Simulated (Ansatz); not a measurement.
Lattice constant a of NbP (model structure, from the CsCl type, Pm-3m, No. 221) at several levels of theory

No measured value is used here.

```json
[
 {"level (code)": "PBE (Ansatz)", "value (Å)": "3.111"},
 {"level (code)": "PBEsol (Ansatz)", "value (Å)": "3.080"},
 {"level (code)": "PBE-D3(BJ) (Ansatz)", "value (Å)": "3.072"},
 {"level (code)": "r²SCAN (Ansatz)", "value (Å)": "3.109"}
]
```

Ansatz's density-functional and Hartree–Fock values are scalar-relativistic unless marked +SOC, with PAW data made under PBE.

A model structure was made by putting elements into a prototype or built by hand; it is no filed structure, need not be a known phase, and can be a saddle point held by its symmetry.

Ansatz is a first-principles code.
